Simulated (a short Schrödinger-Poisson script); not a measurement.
System: MOS inversion layer, Si3N4 on p-type Si(100), at 300 K.

```csv
layer,material,thickness (nm),Na (cm⁻³)
1,Si3N4,4.5,-
2,Si,640,4.5e17
```

Constants are typed, rounded textbook-type inputs, not results; the design itself was drawn at random and stands for no fabricated device. Si3N4: permittivity 7.5, conduction-band edge (eV) 1.95, gap (eV) 5.1, electron mass (mₑ) 0.5. Si: permittivity 11.7, conduction-band edge (eV) 0, gap (eV) 1.124, Nv at 300 K (cm⁻³) 3.1e19.

Channel valleys (confinement mass, in-plane density-of-states mass, number): Δ2 0.916, 0.19, 2; Δ4 0.19, 0.417, 4. At the gate the conduction-band edge of layer 1 lies 2.27 eV − eVg above the Fermi level of the channel; the field vanishes at the back. Gaps are held at their typed values at every temperature. Mesh 0.03 nm at interfaces.

Solved with a short Schrödinger-Poisson script written for these runs: 1D Poisson equation in equilibrium, electrons classical, Boltzmann, parabolic valleys, classical holes, full ionisation, no traps, pinning or gate leakage.

The same stack at other levels of the model or other numerical settings:

| run | sheet density of all electrons at Vg = 2 V (cm⁻²) | sheet density of all electrons at Vg = 0.8 V (cm⁻²) | capacitance at Vg = 2 V (μF/cm²) | centroid of the channel electrons at Vg = 2 V (nm) | rough cost against the base |
|---|---|---|---|---|---|
| base | 1.23e13 | 1.94e12 | 1.42 | 0.36 | about 1 |
| electrons treated as classical, Fermi-Dirac | 1.18e13 | 1.89e12 | 1.36 | 0.56 | 6 |
| electrons treated as quantum, Hartree | … | 1.26e12 | … | 1.41 | 30 |
| mesh six times as coarse | … | 1.90e12 | 1.40 | 0.46 | 0.7 |

### Question
Fill in the missing entries.

### Answer

- electrons treated as quantum, Hartree, sheet density of all electrons at Vg = 2 V (cm⁻²): 1.03e13
- electrons treated as quantum, Hartree, capacitance at Vg = 2 V (μF/cm²): 1.26
- mesh six times as coarse, sheet density of all electrons at Vg = 2 V (cm⁻²): 1.21e13

The classical rows ignore confinement, and Boltzmann statistics overrate the density once the band edge passes the Fermi level.
